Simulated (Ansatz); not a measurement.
System: fluorite AuAl₂. Method: LDA (Ansatz, a first-principles code, plane waves, PAW).

Numerical settings: plane-wave cutoff 520 eV, 12×12×12 k mesh, Fermi–Dirac smearing 0.1 eV, perturbation theory, scalar-relativistic PAW data made under PBE.

The cell has the measured lattice parameters. Conventional cell: a = 6.0000 Å, b = 6.0000 Å, c = 6.0000 Å, α = 90.00°, β = 90.00°, γ = 90.00°.

```cif
data_Al8Au4
_chemical_formula_sum 'Al8 Au4'
_space_group_name_H-M_alt 'Fm-3m'
_space_group_IT_number 225
_space_group_name_Hall '-F 4 2 3'
_cell_length_a 6.00000
_cell_length_b 6.00000
_cell_length_c 6.00000
_cell_angle_alpha 90.000
_cell_angle_beta 90.000
_cell_angle_gamma 90.000
loop_
_atom_site_label
_atom_site_type_symbol
_atom_site_symmetry_multiplicity
_atom_site_Wyckoff_symbol
_atom_site_fract_x
_atom_site_fract_y
_atom_site_fract_z
_atom_site_occupancy
Al1 Al 8 c 0.25000 0.25000 0.25000 1
Au1 Au 4 a 0.00000 0.00000 0.00000 1
```
(The calculation used a cell of 3 atoms; values per cell refer to that cell.)

Harmonic phonon frequencies (cm⁻¹; i marks an imaginary mode):

| q point | frequencies |
|---|---|
| Γ | 0 0 0 223 223 223 256 256 256 |
| X | 90 90 120 201 208 208 290 295 295 |
| L | 61 61 120 245 245 257 257 267 280 |
| W | 91 104 104 201 209 261 261 294 318 |

No imaginary mode appears at these points.

Note: the cell isn't this level's own, so it is under some stress, which shifts stiffness and frequencies.
